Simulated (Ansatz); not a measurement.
Base system: CdS in the zinc blende structure (space group F-43m, No. 216; a = 5.878 Å). Axes: x, y, z lie along the cube axes.

All numbers come from Kohn–Sham DFT with the r2SCAN functional, run in Ansatz (an electronic-structure program) with PAW and 500 eV plane waves, no SOC.

For the base:

```
Property               Result
-------------  --------------
Gap character     direct at Γ
Band gap              1.54 eV
Electron mass  0.15 mₑ (at Γ)
```

Modification: uniaxial strain ε_zz = +2.50 %, all other strain components held at zero; the atoms relax in the strained cell.

Task: Predict the new stress.

Result: The stress (xx, yy, zz, yz, xz, xy; compression positive) comes out as (-1.25, -1.25, -1.77, 0.00, 0.00, 0.00) GPa.

Task: Predict the new gap character.

Result: The gap character is still direct at Γ.

Task: Estimate the effect on the band gap.

Result: The band gap shrinks by 0.08 eV to 1.46 eV.

Task: What happens to the electron mass?

Result: The electron mass remains 0.15 mₑ (at Γ).

Masses are band curvatures over ±0.01 Å⁻¹ around the edge. No phonon test of stability was made. Labels are those of the standard path for the cell's own space group.
